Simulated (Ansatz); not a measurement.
## PBE against PBEsol: hypothetical diamond Sr, isotropic strain −2.15 %

Start from Sr in the diamond structure (space group Fd-3m, No. 227; a = 9.610 Å; a hypothetical phase, not in the database extracts checked; relaxed with 0.1 eV smearing).

(Cell as relaxed with PBE.)

Levels (all Ansatz, a quantum-chemistry and plane-wave program, PAW): PBE (420 eV, without spin-orbit coupling); PBEsol (420 eV, scalar-relativistic without spin-orbit coupling).

Each level relaxes its own structure.

| base | PBE | PBEsol |
|---|---|---|
| volume per atom | 110.95 Å³ | 102.74 Å³ |
| lattice parameter a | 9.610 Å | 9.367 Å |
| band gap | zero | zero |

Now apply this change: an isotropic linear strain of −2.15 %; the atoms relax in the strained cell.

| quantity | PBE | PBEsol |
|---|---|---|
| pressure | 0.2 GPa | 0.2 GPa |
| band gap | zero | zero |
| energy relative to the base (free energy F) | +4.0 meV/atom | +4.0 meV/atom |

The two agree on the pressure, band gap and energy relative to the base. Neither level is exact; PBEsol is the comparison here, not a measurement.

No phonon test of stability was made.
